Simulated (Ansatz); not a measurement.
The slab is Si(111) 1x1 surface, 6 top atoms, 3 bilayers, bottom bilayer H-capped and fixed, every top atom capped by H; cell 11.5 x 6.6 Å; two neighbouring H replaced by OH; about 7 Å thick over the host's atoms, 18 atoms held. Computed with PBE-D3(BJ) (plane waves to 420 eV, PAW; Ansatz, an electronic-structure program). k mesh 1 x 2 x 1. The slab states were run without spin polarisation. No spin-orbit coupling. Results hold for this slab, coverage and mesh. No zero-point or entropy terms are included. Each state was relaxed from one prepared geometry.

One H2O a cell is brought to the surface left by an earlier step (SnCl4 exchanges a ligand with a surface O-H group and HCl forms), after HCl has left. Relaxed result near the molecule:

```
atom    x (Å)   y (Å)   z (Å)
------  -----  ------  ------
H(29)   3.834  -0.028  11.000
H(44)   7.719   0.058  11.006
H(45)   9.640   3.302  11.005
O(46)   5.355   3.470  11.144
H(49)   2.731   3.604  11.648
Sn(a0)  5.908   3.210  13.012
Cl(a2)  7.955   4.371  13.145
Cl(a3)  5.942   0.864  13.227
Cl(a4)  4.023   4.228  13.939
O(b0)   6.549   2.904  15.429
H(b1)   7.479   3.199  15.416
H(b2)   6.580   1.931  15.488
```

Task: What is the adsorption energy against the free H2O and the slab before, and how much of it is dispersion?

Result: -0.37 eV (negative: bound); the D3 term gives -0.14 eV of it. Its closest contacts to the rest of the cell: O(b0)...Sn(a0) 2.52 Å, H(b2)...Cl(a3) 2.58 Å, H(b1)...Cl(a2) 2.60 Å.
